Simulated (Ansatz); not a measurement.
Pt (P6₃/mmc, No. 194, 2 atoms in the cell; start mp-2647022; another form than the element's usual one) was calculated with PBEsol (Ansatz, a first-principles code, plane waves, PAW).

Run with plane-wave cutoff 520 eV, 24×24×12 k mesh (along the axes of the cell as run), Fermi–Dirac smearing 0.05 eV, scalar-relativistic PAW data made under PBE.

Cell (relaxed at this level):

```
Pt
1.0
    2.72793     0.00000     0.00000
   -1.36396     2.36246     0.00000
    0.00000     0.00000     4.69709
Pt
2
Cartesian
  1.36396   0.78749   3.52282
  0.00000   1.57497   1.17427
```

Estimate the bulk modulus that the calculation returns.


- bulk modulus: 280 GPa

The run finds no gap.

Note: the bulk modulus is −V dP/dV from two relaxed cells at ±2 % in volume; the relaxation could not lower the start's symmetry, so the cell can be a saddle point above a distorted one.

Spin–orbit coupling is not included.

A start named mp-… is a Materials Project structure, which need not be a measured phase.
